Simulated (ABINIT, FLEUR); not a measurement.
A FLEUR input for a self-consistent single point of CdAg3 (R-3m, 4 atoms in the cell) (DFT, LDA (Vosko-Wilk-Nusair), all-electron FLAPW (FLEUR), scalar-relativistic valence):

Input of the input generator:

```
CdAg3 crystal
&input film=f /
2.8042495600 1.6190342383 17.9425092471
-2.8042495600 1.6190342383 17.9425092471
0.0000000000 -3.2380684767 17.9425092471
1.0
1.0 1.0 1.0

4
48 0.0000000000 0.0000000000 0.0000000000
47 0.7518670000 0.7518670000 0.7518670000
47 0.2481330000 0.2481330000 0.2481330000
47 0.5000000000 0.5000000000 0.5000000000

&comp jspins=1 /
&exco xctyp='vwn' /
&kpt div1=8 div2=8 div3=8 gamma=t /
&end /
```

```xml
<?xml version="1.0" encoding="UTF-8" standalone="no"?>
<fleurInput fleurInputVersion="0.39">
   <comment>
      CdAg3 crystal                                                                                       
   </comment>
   <calculationSetup>
      <cutoffs Kmax="4.0" Gmax="14.0" GmaxXC="14.0" numbands="0"/>
      <scfLoop itmax="80" minDistance="0.00001" maxIterBroyd="15" imix="Anderson" alpha="0.05" precondParam="0.0" spinf="2.0"/>
      <coreElectrons ctail="T" frcor="F" kcrel="0" coretail_lmax="0"/>
      <xcFunctional name="vwn" relativisticCorrections="F"/>
      <magnetism jspins="1"/>
      <soc l_soc="F" theta="0.0" phi="0.0" spav="F"/>
      <expertModes spex="0" secvar="F"/>
      <geometryOptimization l_f="T" forcealpha="1.0" forcemix="BFGS" epsdisp="0.00001" epsforce="0.00001"/>
      <ldaU l_linMix="F" mixParam="0.05" spinf="1.0"/>
   </calculationSetup>
   <cell>
      <bzIntegration valenceElectrons="69.0" mode="hist" fermiSmearingEnergy="0.00499791">
         <kPointListSelection listName="default-1"/>
         <!-- k-points included here -->
         <xi:include xmlns:xi="http://www.w3.org/2001/XInclude" href="kpts.xml"> </xi:include>
      </bzIntegration>
      <!-- symmetry operations included here -->
      <xi:include xmlns:xi="http://www.w3.org/2001/XInclude" href="sym.xml"> </xi:include>
      <bulkLattice scale="1.0">
         <bravaisMatrix>
            <row-1>    2.8042495600000001     1.6190342383000000    17.9425092470999985</row-1>
            <row-2>   -2.8042495600000001     1.6190342383000000    17.9425092470999985</row-2>
            <row-3>    0.0000000000000000    -3.2380684767000001    17.9425092470999985</row-3>
         </bravaisMatrix>
      </bulkLattice>
   </cell>
   <atomSpecies>
      <species name="Cadmium (Cd)" element="Cd" atomicNumber="48">
         <mtSphere radius="2.62" gridPoints="903" logIncrement="0.014"/>
         <atomicCutoffs lmax="10" lnonsphr="8"/>
         <electronConfig flipSpins="F">
            <coreConfig>(1s1/2) (2s1/2) (2p1/2) (2p3/2) (3s1/2) (3p1/2) (3p3/2) (4s1/2) (3d3/2) (3d5/2)</coreConfig>
            <valenceConfig>(4p1/2) (4p3/2) (5s1/2) (4d3/2) (4d5/2)</valenceConfig>
         </electronConfig>
         <energyParameters s="5" p="5" d="4" f="4"/>
         <lo type="SCLO" l="1" n="4" eDeriv="0"/>
         <lo type="HELO" l="2" n="5" eDeriv="0"/>
      </species>
      <species name="Silver (Ag)" element="Ag" atomicNumber="47">
         <mtSphere radius="2.55" gridPoints="879" logIncrement="0.015"/>
         <atomicCutoffs lmax="10" lnonsphr="8"/>
         <electronConfig flipSpins="F">
            <coreConfig>(1s1/2) (2s1/2) (2p1/2) (2p3/2) (3s1/2) (3p1/2) (3p3/2) (4s1/2) (3d3/2) (3d5/2)</coreConfig>
            <valenceConfig>(4p1/2) (4p3/2) (5s1/2) (4d3/2) (4d5/2)</valenceConfig>
            <stateOccupation state="(5s1/2)" spinUp="0.5" spinDown="0.5"/>
         </electronConfig>
         <energyParameters s="5" p="5" d="4" f="4"/>
         <lo type="SCLO" l="1" n="4" eDeriv="0"/>
         <lo type="HELO" l="2" n="5" eDeriv="0"/>
      </species>
   </atomSpecies>
   <atomGroups>
      <atomGroup species="Cadmium (Cd)">
         <relPos label="                   1">.0000000000 .0000000000 .0000000000</relPos>
         <force calculate="T" relaxXYZ="TTT"/>
      </atomGroup>
      <atomGroup species="Silver (Ag)">
         <relPos label="                   2">-.2481330000 -.2481330000 -.2481330000</relPos>
         <relPos label="                   3">.2481330000 .2481330000 .2481330000</relPos>
         <force calculate="T" relaxXYZ="TTT"/>
      </atomGroup>
      <atomGroup species="Silver (Ag)">
         <relPos label="                   4">1.000/2.000 1.000/2.000 1.000/2.000</relPos>
         <force calculate="T" relaxXYZ="TTT"/>
      </atomGroup>
   </atomGroups>
   <output dos="F" band="F" slice="F">
      <checks vchk="F" cdinf="F"/>
      <bandDOS minEnergy="-.5*Htr" maxEnergy="0.5*Htr" sigma="0.015" storeEVData="T"/>
      <vacuumDOS vacdos="F" integ="F" star="F" nstars="0" locx1="0.0" locy1="0.0" locx2="0.0" locy2="0.0" nstm="0" tworkf="0.0"/>
      <unfoldingBand unfoldBand="F" supercellX="1" supercellY="1" supercellZ="1"/>
      <plotting iplot="0" polar="F">
         <plot TwoD="T" vec1="  1.0  0.0  0.0" vec2="  0.0  1.0  0.0" vec3="  0.0  0.0  1.0" zero="  0.0  0.0  0.0" file="plot"/>
      </plotting>
      <chargeDensitySlicing numkpt="0" minEigenval="0.0" maxEigenval="0.0" nnne="0" pallst="F"/>
      <specialOutput eonly="F"/>
      <magneticCircularDichroism mcd="F" energyLo="-10.0" energyUp="0.0"/>
   </output>
  <!-- We include the file relax.xml here to enable relaxations (see documentation) -->
  <xi:include xmlns:xi="http://www.w3.org/2001/XInclude" href="relax.xml"> <xi:fallback/> </xi:include>
</fleurInput>
```

**Question.** Write the same calculation as an input for ABINIT.

**Answer.** This is the input that was run; spellings and numerical settings could be chosen otherwise.

```
# CdAg3, JTH v2.0 LDA PAW
pp_dirpath "./"
pseudos "Cd.LDA_PW-JTH.xml, Ag.LDA_PW-JTH.xml"
acell 3*1.0 Angstrom
rprim
         1.4839449608    0.8567560226    9.4947670000
        -1.4839449608    0.8567560226    9.4947670000
         0.0000000000   -1.7135120452    9.4947670000
natom 4
ntypat 2
znucl 48 47
typat 1 2 2 2
xred
         0.0000000000    0.0000000000    0.0000000000
         0.7518670000    0.7518670000    0.7518670000
         0.2481330000    0.2481330000    0.2481330000
         0.5000000000    0.5000000000    0.5000000000
ecut 20
pawecutdg 40
pawxcdev 0
occopt 3
tsmear 0.00499791
nband 30
kptopt 1
ngkpt 8 8 8
nshiftk 1
shiftk 0 0 0
nstep 60
toldfe 1.0e-09
prtwf 0
prtden 0
prtvol 1
enunit 1
```

Basis, cutoffs, solver keys and any potentials are the target program's own. This input uses DFT, LDA (PW92), plane waves, PAW (JTH v2.0 LDA PAW). LDA parametrisations can differ slightly between programs.

The starting cell comes from a database of computed structures (which also holds hypothetical and non-ambient phases and stackings), without a prior relaxation at this level.
